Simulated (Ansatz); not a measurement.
Take SiO₂ (space group P3_121, No. 152; a = 5.0221 Å, c = 5.5103 Å) as the base.

(Cell as relaxed with PBE.)

Levels (all Ansatz, a quantum-chemistry and plane-wave program, PAW): PBE (420 eV, no spin-orbit coupling); r2SCAN (500 eV, no spin-orbit coupling).

Each level relaxes its own structure.

```json
[
 {"base": "volume per atom", "PBE": "13.37 Å³", "r2SCAN": "12.62 Å³"},
 {"base": "lattice parameter a", "PBE": "9.490 bohr", "r2SCAN": "9.300 bohr"},
 {"base": "band gap", "PBE": "5.68 eV", "r2SCAN": "6.60 eV"}
]
```

One thing is altered: an isotropic linear strain of +1.37 %, atoms relaxed at fixed cell.

```tsv
quantity	PBE	r2SCAN
band gap	5.55 eV	6.46 eV
pressure (mean of the normal stresses, compression positive)	-1.23 GPa	-1.41 GPa
energy relative to the base (free energy F)	+2.1 meV/atom	+2.4 meV/atom
smallest direct gap	5.83 eV	6.79 eV
```

PBE's band gap lies 0.91 eV below r2SCAN's; PBE's pressure lies 0.189 GPa above r2SCAN's; PBE's energy relative to the base lies 0.4 meV/atom below r2SCAN's; PBE's smallest direct gap lies 0.968 eV below r2SCAN's. Neither level is exact; r2SCAN is the comparison here, not a measurement.

Whether these cells are dynamically stable was not tested.
